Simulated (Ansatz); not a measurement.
Start from HgTe in the zinc blende structure (space group F-43m, No. 216; a = 6.4350 Å). Axes: x, y, z lie along the cube axes.

The values are results of LDA/PAW in Ansatz (an electronic-structure program), spin-orbit coupling left out, not measurements.

For the base:

```
Quantity           Result
---------------  --------
Volume per atom  33.31 Å³
Band gap             zero
Pressure          0.0 GPa
```

One thing is altered: compressive biaxial strain of 0.50 % in the plane normal to [001], as in epitaxy on a mismatched substrate; the out-of-plane cell vector and the atoms relax.

Question: Predict the new volume per atom.

Answer: The volume per atom drops by 0.10 Å³, from 33.31 Å³ to 33.21 Å³.

Question: What happens to the energy relative to the base?

Answer: The energy is nearly the same.

Question: Estimate the effect on the band gap.

Answer: The band gap remains zero.

Question: How does this affect the pressure?

Answer: The pressure (mean of the normal stresses, compression positive) is nearly the same (0.0 GPa against 0.1 GPa).

A case with no gap was solved on a k-mesh chosen for an insulator, which is coarse for it. Spin-orbit coupling, missing from the scalar runs, can matter with Hg and Te. Whether these cells are dynamically stable was not tested. All final runs are without spin polarisation. The zero or small gap of HgTe can change with the level of theory.
